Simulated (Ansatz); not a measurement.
Results of r²SCAN (Ansatz, a program for electronic structure, plane waves, PAW) for Sc (Fm-3m, No. 225, 1 atoms in the cell; start mp-36; another form than the element's usual one).

The input as run:

Ansatz 0.2 input:
```yaml
crystal:
  lattice:
    - [0.0, 2.3095775181, 2.3095775181]
    - [2.3095775181, 0.0, 2.3095775181]
    - [2.3095775181, 2.3095775181, 0.0]
  atoms:
    - { symbol: Sc, position: [0.0, 0.0, 0.0] }
basis:
  ecutwfc: 560
  ecutrho_ratio: 4
  xc_grid: 3
kpoints:
  mp_grid: { grid: [20, 20, 20] }
hamiltonian:
  xc: r2scan
  dispersion: none
  pseudopotentials: { azcp: { folder: ./paw }, kind: paw }
scf:
  occupations: { method: fermi_dirac, width: 0.05 }
output:
  forces: false
  stress: true
  eigenvalues: true
relax:
  f_tol: 0.004
  escape_saddle: false
  max_steps: 80
```

From the output:

```
WARN output.stress: scf.convergence.dr2_threshold = 1e-7 eV (the SCF's general default) is looser than the 1e-10 eV advised for a printed stress (1e-10 eV for …
Relaxation: its limit of steps is 80 (relax.max_steps)
Crystal: 1 atoms, lattice volume = 24.639 Å³
Basis set: ecut = 560 eV, 725 PW (Γ), exchange–correlation on 81×81×81 points (27 copies of the dense FFT grid, shifted against one another)
Bands: 10, of which v1, the nominal top of the filled ones, is band 6 counted from 1 (5 counted from 0)
Symmetry: 48 space group operations
Space group: Fm-3m (ITA 225), of the structure as read, at distance tolerance 2.9e-5 Å
k-points: 256 of 8000
Initial density: superposition of atomic densities (chi_scale 0.1, normalization cell)
Functional: x = r2scan, c = r2scan; τ floored in thin density (d = 2e-4 eV/Å³)
SCF iter   1: F=—  HF=-2140.544489 eV  |F-HF|=—  |Δ(HF+E_count)|=         —  Δρ=2.96e-2  dr2=2.85e-1  dr2_τ=2.32e-3
SCF iter   2: F=—  HF=-2140.527240 eV  |F-HF|=—  |Δ(HF+E_count)|=   1.72e-2  Δρ=1.49e-2  dr2=8.14e-2  dr2_τ=6.71e-4
  ...
SCF 1 converged in 6 iterations: F = -2140.509992 eV  dr2 = 5.93e-9
relax step   1: F+E_penalty+E_count = -2140.50999200 eV  Δ(F+E_penalty+E_count) = +0.000e0 eV  max|allowed force component| = 0.000e0 eV/Å  Δτ_max = 0.0000 Å  (6 SCF iters, accepted)
Crystal: 1 atoms, lattice volume = 24.639 Å³
Initial density: handed on by an earlier stage of this run
SCF iter   1: F=—  HF=-2140.509992 eV  |F-HF|=—  |Δ(HF+E_count)|=         —  Δρ=4.71e-6  dr2=5.93e-9  dr2_τ=2.60e-10
SCF iter   2: F=-2140.509992 eV  HF=-2140.509992 eV  |F-HF|=4.27e-11  |Δ(HF+E_count)|=   1.14e-9  Δρ=4.72e-7  dr2=2.70e-11  dr2_τ=5.82e-11
SCF 2 converged in 2 iterations: F = -2140.509992 eV  dr2 = 2.70e-11
SCF converged after 2 iterations
Free energy (F): -2140.509992 eV
Internal energy: -2140.494072 eV  (E = F + TS)
E sigma→0 (E₀):  -2140.502032 eV
Fermi energy:    9.217052 eV
--- Forces (eV/Å), atoms counted from 1 ---
  atom   1  Sc     0.00000000    -0.00000000    -0.00000000
--- Stress (GPa, compression-positive) ---
        1.094731      -0.000000       0.000000
       -0.000000       1.094731      -0.000000
        0.000000       0.000000       1.094731
  P = ⅓ Tr σ = 1.0947 GPa (10.947 kbar)
```

The cell is one volume of an energy–volume scan, off the minimum.

The PAW data were made under PBE.

Note: the relaxation could not lower the start's symmetry, so the cell can be a saddle point above a distorted one.

The result took roughly 14 core-seconds.

A start named mp-… is a Materials Project structure, which need not be a measured phase.
